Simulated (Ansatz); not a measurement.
Results of PBEsol-D3(BJ) in Ansatz (PAW) for CaTiO3 (Pnma, No. 62).

Run with plane-wave cutoff 520 eV, 6×6×6 k mesh, Fermi–Dirac smearing 0.01 eV, no spin polarisation, scalar-relativistic PAW data made under PBE.

Energies at three volumes about the minimum:

| V (Å³/atom) | E − E_lowest (meV/atom) |
|---|---|
| 10.578 | 2.72 |
| 10.794 | 0.00 |
| 11.010 | 2.53 |

**Question.** Fit a parabola by hand: where is the minimum, and what is the bulk modulus?

**Answer.** Slopes: (0.00 − 2.72)/(10.794 − 10.578) = -12.593 and (2.53 − 0.00)/(11.010 − 10.794) = 11.713 meV/Å³. Curvature E″ = 2 × (11.713 − (-12.593))/(11.010 − 10.578) = 112.528 meV/Å⁶. From the middle of the first interval, the slope vanishes at V0 = 10.6860 − (-12.593)/112.528 = 10.798 Å³/atom. B = V0 E″ = 10.798 × 112.528 meV/Å³ × 0.1602 GPa per meV/Å³ = 195 GPa. The full Birch–Murnaghan fit to all volumes gives V0 = 10.794 Å³/atom and B0 = 195 GPa.

Shape and atoms are relaxed at each volume.

Note: the relaxation could not lower the start's symmetry, so the cell can be a saddle point above a distorted one; the bulk modulus comes from volumes at which shape and atoms were relaxed.

Ansatz is a first-principles code.
